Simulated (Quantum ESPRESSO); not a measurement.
**Variants of one calculation on ZnBr₂ (R-3m, 3 atoms in the cell)**

```
CELL_PARAMETERS angstrom
      1.91325     1.10461     7.38660
     -1.91325     1.10461     7.38660
      0.00000    -2.20922     7.38660
ATOMIC_POSITIONS crystal
  Zn 0.00000 0.00000 0.00000
  Br 0.26632 0.26632 0.26632
  Br 0.73368 0.73368 0.73368
```

Base run A: LDA (PZ), GBRV 1.5 ultrasoft (LDA) pseudopotentials (Quantum ESPRESSO), self-consistent single point.

Its settings: ecutwfc = 50 Ry; ecutrho = 250 Ry; occupations = fixed; potentials = {Zn: zn_lda_v1.uspp.F.UPF, Br: br_lda_v1.4.uspp.F.UPF}; K_POINTS = automatic 7 7 7 0 0 0; nbnd = 19; conv_thr = 1e-10 Ry; mixing_beta = 0.7.

The starting cell comes from a database of computed structures (which also holds hypothetical and non-ambient phases and stackings), without a prior relaxation at this level. Its lattice was rescaled by a random factor within 2.5 % of one. In the base run, with a pressure of about -4 GPa the cell is away from its equilibrium volume at this level.

ΔF is the free energy per atom less that of run A. A dash stands where there is no value to compare (another energy zero or no entropy term, no result, no spin, no clean gap, or a mesh too coarse for one). Absolute energies have different zeros for different potentials, functionals, Hubbard and dispersion terms and are not compared across them.

Runs:
- B: nosym: default → true
- C: nbnd: 19 → 17
- D: ecutwfc: 50 Ry → 45 Ry; ecutrho: 250 Ry → 225 Ry
- E: ecutrho: 250 Ry → 800 Ry
- F: ecutwfc: 50 Ry → 65 Ry; ecutrho: 250 Ry → 520 Ry; pseudopotentials: {Zn: zn_lda_v1.uspp.F.UPF, Br: br_lda_v1.4.uspp.F.UPF} → {Zn: Zn_pbe_v1.uspp.F.UPF, Br: br_pbe_v1.4.uspp.F.UPF}; input_dft: default → wc [Wu-Cohen GGA]
- G: mixing_beta: 0.7 → 0.5; mixing_mode: default → TF
- H: conv_thr: 1e-10 Ry → 1e-13 Ry
- I: diagonalization: default → paro

```
run  ΔF (meV/atom)  pressure (GPa)  largest force (eV/Å)  k-points
---  -------------  --------------  --------------------  --------
A             0.00           -4.12                 0.538        44
B             0.00           -4.12                 0.538       172
C             0.00           -4.12                 0.538        44
D              4.8           -4.13                 0.538        44
E            -0.12           -4.12                 0.538        44
F                –           -2.41                 0.345        44
G             0.00           -4.13                 0.538        44
H             0.00           -4.12                 0.538        44
I             0.00           -4.12                 0.538        44
```

Run D against A: The free energy goes up by 4.8 meV/atom, the pressure hardly changes (-4.12 to -4.13 GPa), the largest force stays at 0.538 eV/Å and the gap on the mesh stays at 2.929 eV.

Run F against A: The pressure goes from -4.12 to -2.41 GPa, the largest force goes from 0.538 to 0.345 eV/Å and the gap on the mesh goes from 2.929 to 3.132 eV.
